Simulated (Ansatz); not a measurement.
# ScAlN₂ (model structure, started from the LiGaO2 type, Pna2₁, No. 33, 16 atoms in the cell)

Level of theory: HSE06 (plane waves, PAW; Ansatz, a first-principles code).

Settings: plane-wave cutoff 460 eV, 4×4×4 k mesh, Fermi–Dirac smearing 0.01 eV, scalar-relativistic PAW data made under PBE.

Cell (relaxed with PBEsol):

Space group Pna2₁ (No. 33); a = 5.8047 Å, b = 6.8509 Å, c = 4.7856 Å, α = β = γ = 90.00°

```json
[
 {"atom": "Sc", "site": "4a", "symmetry": "1", "x": "0.4079", "y": "0.1247", "z": "0.4705"},
 {"atom": "Al", "site": "4a", "symmetry": "1", "x": "0.0757", "y": "0.1268", "z": "0.9920"},
 {"atom": "N", "site": "4a", "symmetry": "1", "x": "0.0615", "y": "0.1103", "z": "0.3892"},
 {"atom": "N", "site": "4a", "symmetry": "1", "x": "0.0975", "y": "0.6393", "z": "0.4215"}
]
```

For ScAlN₂ (model structure, started from the LiGaO2 type, Pna2₁, No. 33, 16 atoms in the cell), the band gap is 3.76 eV (on the SCF k mesh) (indirect) and the smallest direct gap on the k points sampled is 3.85 eV.

Note: the relaxation could raise the start's symmetry but not lower it, so the cell can be a saddle point; cell and atoms aren't relaxed at this level (largest force component 0.12 eV/Å, pressure 0.6 GPa).

The computed numbers hold no vibrational or temperature effects.

A model structure was made by putting elements into a prototype or built by hand; it is no filed structure, need not be a known phase, and can be a saddle point held by its symmetry.
